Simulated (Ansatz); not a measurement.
**Elastic constant C12 of CsCl-type CuZn at several levels of theory**

No measured value is used here.

```json
[
 {"level (code)": "LDA (Ansatz)", "value (GPa)": "148", "cell (Å³/atom)": "11.82"},
 {"level (code)": "PBE (Ansatz)", "value (GPa)": "109", "cell (Å³/atom)": "13.02"},
 {"level (code)": "PBE-D3(BJ) (Ansatz)", "value (GPa)": "128", "cell (Å³/atom)": "12.33"},
 {"level (code)": "r²SCAN+rVV10 (Ansatz)", "value (GPa)": "134", "cell (Å³/atom)": "12.28"},
 {"level (code)": "HSE06 (Ansatz)", "value (GPa)": "102", "cell (Å³/atom)": "13.03"}
]
```

PBE-D3(BJ): the dispersion coefficients are held fixed in the derivatives. HSE06: hybrids on metals are sensitive to the k mesh. HSE06: the run warned that the count of filled bands differs between k points. Each level is taken at its own relaxed cell. Cutoffs and k meshes differ between the levels. Ansatz's density-functional and Hartree–Fock values are scalar-relativistic unless marked +SOC, with PAW data made under PBE.

Ansatz is a quantum-chemistry and plane-wave program.
